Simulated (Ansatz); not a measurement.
An Ansatz (a quantum-chemistry and plane-wave program) run: GaN with a change (biaxial strain −1.00 %, plane normal [001], relaxed out of plane); r2SCAN, PAW, 500 eV (Ansatz; no SOC).

Input:

Ansatz 0.2 input:
```yaml
crystal:
  lattice:
    - [3.1486941852, 0, 0]
    - [0, 3.1486941852, 0]
    - [1.5743470926, -1.5743470926, 2.2601972983]
  atoms:
    - { symbol: Ga, position: [0, 0, 0] }
    - { symbol: N, position: [0.75, 0.75, 0.5] }
basis: { ecutwfc: 500, ecutrho_ratio: 4, xc_grid: 4, fft_grid_basis: typed }
kpoints: { mp_grid: { grid: [13, 13, 13] } }
hamiltonian:
  xc: r2scan
  dispersion: none
  pseudopotentials: { kind: paw }
scf: { occupations: { method: fermi_dirac, width: 0.05 } }
relax: { f_tol: 0.005, max_steps: 50, cell: { stress_tol: 0.01, fix: [a, b, gamma] } }
output: { forces: true, stress: true }
checkpoint: { write: state.ck, write_every: 1000 }
```

Output (explanatory and most iteration lines left out):

```
Relaxation: its limit of steps is 50 (relax.max_steps)
Pseudopotential: Ga, paw, valence charge 13
Pseudopotential: N, paw, valence charge 5
Crystal: 2 atoms, lattice volume = 22.408 Å³
Basis set: ecut = 500 eV, 545 PW (Γ), exchange–correlation on 96×96×96 points (64 copies of the dense FFT grid, shifted against one another)
Bands: 13, of which v1, the nominal top of the filled ones, is band 9 counted from 1 (8 counted from 0)
Symmetry: 8 space group operations
Space group: I-4m2 (ITA 119), of the structure as read, at distance tolerance 2.8e-5 Å
k-points: 196 of 2197 (time reversal used)
Functional: x = r2scan, c = r2scan; τ floored in thin density (d = 2e-4 eV/Å³)
SCF iter   1: F=—  HF=-4176.335401 eV  |F-HF|=—  |Δ(HF+E_count)|=         —  Δρ=1.25e-2  dr2=1.36e-2  dr2_τ=1.00e-1  ethr=1.77e-3  ⟨swp⟩=4.7  Hψ=12861  notcnv=0
SCF iter   2: F=—  HF=-4176.368375 eV  |F-HF|=—  |Δ(HF+E_count)|=   3.30e-2  Δρ=4.59e-3  dr2=2.96e-3  dr2_τ=1.09e-4  ethr=7.55e-5  ⟨swp⟩=2.0  Hψ=6664  notcnv=0
SCF 1 converged in 8 iterations: F = -4176.368530 eV  dr2 = 2.44e-8
relax step   1: F+E_penalty+E_count = -4176.36853022 eV  Δ(F+E_penalty+E_count) = +0.000e0 eV  max|allowed force component| = 1.145e-16 eV/Å  Δτ_max = 0.0000 Å  P = +3.051 GPa  Ω = 22.408 Å³  fix = [a, b, gamma]  reactions: a +3.728, b +3.728 GPa  (8 SCF iters, dr2 threshold 1.00e-7 eV, accepted)
[... steps on the carried basis left out ...]
relax step   3: F+E_penalty+E_count = -4176.36910853 eV  Δ(F+E_penalty+E_count) = -5.421e-5 eV  max|allowed force component| = 1.978e-16 eV/Å  Δτ_max = 0.0000 Å  P = +1.890 GPa  Ω = 22.532 Å³  energy of the carried Pulay correction = -7.879e-5 eV  fix = [a, b, gamma]  reactions: a +2.833, b +2.833 GPa  (4 SCF iters, dr2 threshold 2.00e-7 eV, accepted)
Crystal: 2 atoms, lattice volume = 22.532 Å³
SCF iter   1: F=—  HF=-4176.369185 eV  |F-HF|=—  |Δ(HF+E_count)|=         —  Δρ=3.79e-5  dr2=6.43e-8  dr2_τ=1.98e-8  ethr=1.85e-8  ⟨swp⟩=3.0  Hψ=20795  notcnv=0
SCF iter   2: F=—  HF=-4176.369187 eV  |F-HF|=—  |Δ(HF+E_count)|=   1.58e-6  Δρ=2.07e-5  dr2=2.35e-8  dr2_τ=1.86e-8  ethr=3.57e-10  ⟨swp⟩=2.0  Hψ=4312  notcnv=0
SCF 4 converged in 7 iterations: F = -4176.369187 eV  dr2 = 1.70e-14
SCF converged after 7 iterations
Free energy (F): -4176.369187 eV
Internal energy: -4176.369187 eV  (E = F + TS)
E sigma→0 (E₀):  -4176.369187 eV
Fermi energy:    10.794905 eV
--- Forces (eV/Å), atoms counted from 1 ---
  atom   1  Ga    -0.00000000     0.00000000    -0.00000000
  atom   2  N      0.00000000     0.00000000     0.00000000
--- Stress (GPa, compression-positive) ---
        2.835089      -0.000000       0.000000
       -0.000000       2.835089       0.000000
        0.000000       0.000000       0.007494
  P = ⅓ Tr σ = 1.8926 GPa (18.926 kbar)
--- Relaxed structure (3 steps of the walk, 3 accepted, 1 SCFs on fresh bases) ---
  cell:  # Å, volume = 22.5323 Å³
    - [3.1486941852, -1.7661394666262622e-97, -4.838894255052093e-19]
    - [-1.7661394666262622e-97, 3.1486941852, 2.796266425304361e-33]
    - [1.5743470926, -1.5743470926, 2.2727117481531103]
  atoms:
    - { symbol: Ga, position: [4.3033453861788493e-35, -1.0419944303405558e-34, 2.809290273100256e-34] }
    - { symbol: N, position: [0.7499999999999999, 0.75, 0.5] }
```

Whether these cells are dynamically stable was not tested. The cell was made from GaN in the zinc blende structure (space group F-43m, No. 216) by this change: biaxial strain −1.00 %, plane normal [001], relaxed out of plane. This is not the structure that GaN has at room temperature and ambient pressure.
